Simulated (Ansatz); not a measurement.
**AlAs under a change: biaxial strain −1.05 %, plane normal [001], relaxed out of plane**

The parent structure is AlAs in the wurtzite structure (space group P6_3mc, No. 186; a = 4.003 Å, c = 6.581 Å; a model cell, its experimental status unchecked). Axes: x lies along a and z along c of the hexagonal cell.

The change: biaxial strain −1.05 %, plane normal [001], relaxed out of plane (Cartesian); in-plane vectors clamped, the third vector and the atoms free.

Computed with PBEsol in Ansatz (plane waves to 420 eV, PAW, no spin-orbit coupling). k-mesh 10×10×5 (Γ-centred); smearing 0.05 eV (Fermi–Dirac).

Volume per atom: 22.48 Å³ (base 22.84 Å³)
Space group: P6_3mc (No. 186) (base P6_3mc (No. 186))
Pressure (mean of the normal stresses, compression positive): 11.6 kbar (base 0.0 kbar)
Band gap: 1.56 eV (base 1.64 eV)
Gap character: indirect, Γ → L–M (20 % along) (base indirect, Γ → L–M (20 % along))
Smallest direct gap: 1.89 eV (base 1.72 eV)
Valence-band top at Γ (three highest levels, from the VBM): 0.00, 0.00, -0.27 eV (base 0.00, 0.00, -0.13 eV)
Out-of-plane strain: +0.53 %
Ratio −ε⊥/ε∥: 0.51
Mean in-plane stress (compression positive): +1.7 GPa

Stability against distortions was not tested. This is not the structure that AlAs has at room temperature and ambient pressure.

Ansatz is an electronic-structure program.
